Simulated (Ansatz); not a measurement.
Abridged Ansatz (an electronic-structure program) output:

```
Relaxation: its limit of steps is 60 (relax.max_steps)
Pseudopotential: Si, paw, valence charge 4
Pseudopotential: O, paw, valence charge 6
Crystal: 9 atoms, lattice volume = 104.475 Å³
Basis set: ecut = 420 eV, 2003 PW (Γ), exchange–correlation on 64×64×72 points (8 copies of the dense FFT grid, shifted against one another)
Bands: 33, of which v1, the nominal top of the filled ones, is band 24 counted from 1 (23 counted from 0)
Symmetry: 6 space group operations
k-points: 50 of 384 (time reversal used)
Functional: x = pbesol(κ = 0.804, μ = 0.12345679012345678), c = pbesol(β = 0.046)
SCF iter   1: F=—  HF=-5239.745687 eV  |F-HF|=—  |Δ(HF+E_count)|=         —  Δρ=1.23e-2  dr2=1.20e-1  ethr=1.77e-3  ⟨swp⟩=6.7  Hψ=8767  notcnv=0  defer=36
SCF iter   2: F=—  HF=-5239.711772 eV  |F-HF|=—  |Δ(HF+E_count)|=   3.39e-2  Δρ=1.61e-3  dr2=1.17e-3  ethr=2.49e-4  ⟨swp⟩=2.3  Hψ=3213  notcnv=0  defer=155
SCF 1 converged in 6 iterations: F = -5239.712622 eV  dr2 = 8.96e-8
relax step   1: F+E_penalty+E_count = -5239.71262227 eV  Δ(F+E_penalty+E_count) = +0.000e0 eV  max|allowed force component| = 1.709e-4 eV/Å  Δτ_max = 0.0000 Å  P = +4.196 GPa  Ω = 104.475 Å³  (6 SCF iters, dr2 threshold 1.00e-7 eV, accepted)
[... steps on the carried basis left out ...]
relax step  11: F+E_penalty+E_count = -5239.40818908 eV  Δ(F+E_penalty+E_count) = +3.141e-4 eV  max|allowed force component| = 3.126e-4 eV/Å  Δτ_max = 0.0000 Å  P = +8.996 GPa  Ω = 96.898 Å³  stress off target by 6.39e-3 GPa  SCF on the basis re-selected at this cell (its energy is not comparable with the rows above)  (5 SCF iters)
SCF converged after 5 iterations
Free energy (F): -5239.408189 eV
Internal energy: -5239.408189 eV  (E = F + TS)
E sigma→0 (E₀):  -5239.408189 eV
Fermi energy:    7.310353 eV
--- Forces (eV/Å), atoms counted from 1 ---
  atom   1  Si    -0.00031265     0.00000000    -0.00000000
  atom   2  Si     0.00015632    -0.00027076     0.00000000
  atom   3  Si     0.00015632     0.00027076    -0.00000000
[...]
  atom   5  O      0.00027321    -0.00002586     0.00009809
  atom   6  O     -0.00011421     0.00024953     0.00009809
  atom   7  O     -0.00015900     0.00022367    -0.00009809
  atom   8  O     -0.00011421    -0.00024953    -0.00009809
  atom   9  O      0.00027321     0.00002586    -0.00009809
--- Stress (GPa, compression-positive) ---
        8.993614      -0.000000      -0.000000
       -0.000000       8.993614       0.000000
       -0.000000       0.000000       9.000776
  P = ⅓ Tr σ = 8.9960 GPa (89.960 kbar)
--- Relaxed structure (8 steps of the walk, 7 accepted, 3 SCFs on fresh bases) ---
  cell:  # Å, volume = 96.8980 Å³
    - [4.62430321574642, -2.8001671076945722e-11, -1.1717088749028169e-17]
    - [-2.31215160784896, 4.004764059652473, -7.703719777548943e-34]
    - [-1.304642200949609e-17, -7.53235525903869e-18, 5.232287678949071]
  atoms:
    - { symbol: Si, position: [0.4461935537742574, -1.3728790153151652e-19, 0.8333333333333333] }
    - { symbol: Si, position: [-2.712862605031564e-17, 0.4461935537742574, 0.16666666666666669] }
    - { symbol: Si, position: [0.5538064462257426, 0.5538064462257425, 0.5] }
    - { symbol: O, position: [0.39529327080141263, 0.303926246691606, 0.7415062675461761] }
    - { symbol: O, position: [0.6960737533083938, 0.09136702410980663, 0.07483960087950946] }
    - { symbol: O, position: [0.9086329758901934, 0.6047067291985871, 0.4081729342128428] }
    - { symbol: O, position: [0.09136702410980674, 0.6960737533083939, 0.9251603991204905] }
    - { symbol: O, position: [0.303926246691606, 0.39529327080141263, 0.2584937324538239] }
    - { symbol: O, position: [0.6047067291985874, 0.9086329758901933, 0.5918270657871573] }
```

Task: What was computed, and what are the main results?

Result: SiO2, 9 atoms in the cell, with PBEsol (Ansatz), no spin-orbit coupling, from a series relaxed to a target (pressure 9 GPa). The last SCF converged to F = -5239.408189 eV, or -582.1565 eV per atom, at a pressure of 9.00 GPa. The total energy compares only with runs of the same code, potentials and settings.

Load acts through the strain it causes; cell and atoms are relaxed under it. Whether these cells are dynamically stable was not tested. Competing high-pressure phases were not computed. The cell was made from SiO$_{2}$ (space group P3_121, No. 152) by this change: pressure 9 GPa.

Keys are those of Ansatz 0.2.
